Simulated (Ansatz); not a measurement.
Reference: CaF₂ (Fm-3m), r2SCAN, rigid bands (plane waves, PAW, scalar-relativistic; Ansatz, an electronic-structure program); geometry: cell and atoms relaxed with PBEsol.

```xyz
3
Lattice="0.0000 2.7103 2.7103 2.7103 0.0000 2.7103 2.7103 2.7103 0.0000" Properties=species:S:1:pos:R:3 pbc="T T T"
Ca     0.0000     0.0000     0.0000
F      4.0654     4.0654     4.0654
F      1.3551     1.3551     1.3551
```

| Item | Value |
|---|---|
| band gap | 8.10 eV |
| electron conductivity mass | 0.57 mₑ |
| hole conductivity mass | 2.1 mₑ |
| Seebeck coefficient, n-type 1e19 cm⁻³ | -228 μV/K |

Question: Swap Ca for Cd, keeping the structure type. How do these values move?

Answer: CdF₂ (Fm-3m): volume per atom 13.3 to 13.0 Å³; band gap falls (8.10 eV to 3.80 eV); electron conductivity mass falls (0.57 mₑ to 0.41 mₑ); hole conductivity mass rises (2.1 mₑ to 3.0 mₑ); Seebeck coefficient, n-type 1e19 cm⁻³ falls in size (-228 μV/K to -189 μV/K).

Moves up to 5 % count as about the same. Masses are for dilute carriers at 300 K, harmonic means over directions unless an axis is named. Seebeck coefficients are for the stated density at 300 K, with one relaxation time for all states and whether or not that doping can be reached. Spin-orbit coupling is left out.

Formula and space group known from diffraction (Crystallography Open Database), not checked to be the room-temperature form: CdF2 (Fm-3m).
